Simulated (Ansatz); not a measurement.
Habitual settings against a tight run: SrZn (Pnma, 8 atoms in the cell)

Self-consistent single point.

```
SrZn
1.0
    9.06106     0.00000     0.00000
    0.00000     4.64009     0.00000
    0.00000     0.00000     6.35757
Sr Zn
4 4
Direct
  0.67838   0.25000   0.39230
  0.32162   0.75000   0.60770
  0.82162   0.75000   0.89230
  0.17838   0.25000   0.10770
  0.52382   0.25000   0.91107
  0.47618   0.75000   0.08893
  0.97618   0.75000   0.41107
  0.02382   0.25000   0.58893
```

Method: PBEsol, PAW files made with PBE (plane waves; Ansatz, an electronic-structure program).

Base settings: basis.ecutwfc = 420 eV; kpoints.mp_grid.grid = 3 5 4; hamiltonian.xc = pbesol; hamiltonian.pseudopotentials = {kind: paw} (the program's default PAW files); scf.occupations.method = cold; scf.occupations.width = 0.2 eV.

Tight run (finer mesh or higher cutoff; not a proven limit): basis.ecutwfc: 420 eV → 590 eV; kpoints.mp_grid.grid: 3 5 4 → 5 7 6; scf.convergence.dr2_threshold: default (1e-07 eV) → 1e-09 eV. It gave Fermi level (on the code's own zero) 6.38 eV; pressure -2.41 GPa; largest force (vector length) 0.063 eV/Å.

Quick runs, as changes from the base:
- A: the base itself
- B: kpoints.mp_grid.grid: 3 5 4 → 4 4 4; scf.occupations.method: cold → fermi_dirac; scf.occupations.width: 0.2 eV → 0.136 eV; kpoints.mp_grid.shift: default → 0.5 0.5 0.5
- C: basis.ecutwfc: 420 eV → 335 eV; kpoints.mp_grid.grid: 3 5 4 → 2 2 2; scf.occupations.method: cold → methfessel_paxton; scf.occupations.width: 0.2 eV → 0.136 eV
- D: basis.ecutwfc: 420 eV → 250 eV; kpoints.mp_grid.grid: 3 5 4 → 3 3 3; hamiltonian.xc: pbesol → lda; kpoints.mp_grid.shift: default → 0.5 0.5 0.5; scf.convergence.dr2_threshold: default (1e-07 eV) → 0.0001 eV [LDA (PW92)]
- E: basis.ecutwfc: 420 eV → 210 eV; kpoints.mp_grid.grid: 3 5 4 → 2 2 2; scf.occupations.method: cold → gaussian; scf.occupations.width: 0.2 eV → 0.272 eV; scf.convergence.dr2_threshold: default (1e-07 eV) → 0.0001 eV

Energies are extrapolated to zero smearing width, which holds to low order in the width alone.

Dashes: energy of D, another energy zero.

† marks runs with another functional, U, potentials or spin treatment: their distance from the tight run is not a convergence error alone.

The count of work is k-points × plane waves × bands × iterations; it is no time. 

Pressures in the table are Ansatz's without its Pulay estimate, at a fixed set of plane waves; the tight run's value above holds the estimate.

The starting cell comes from a database of computed structures (which also holds hypothetical and non-ambient phases and stackings), without a prior relaxation at this level. Its lattice was rescaled by a random factor within 2.5 % of one.

```tsv
run	energy less tight (meV/atom)	pressure less tight (GPa)	largest miss in a force vector (eV/Å)	count of work / tight
A	0.7	-0.03	0.085	0.19
B	14.5	0.00	0.060	0.085
C	120.4	-0.30	0.686	0.060
D†	–	-18.91	0.103	0.027
E	2673.2	-63.03	0.825	0.024
```

Among the runs at the tight run's level, the energy misses run from 0.7 to 2673.2 meV/atom.

Left out of this page: 1 run of the series outside the window shown, repeating another row's setting, or not comparable.

Keys are those of Ansatz 0.2.
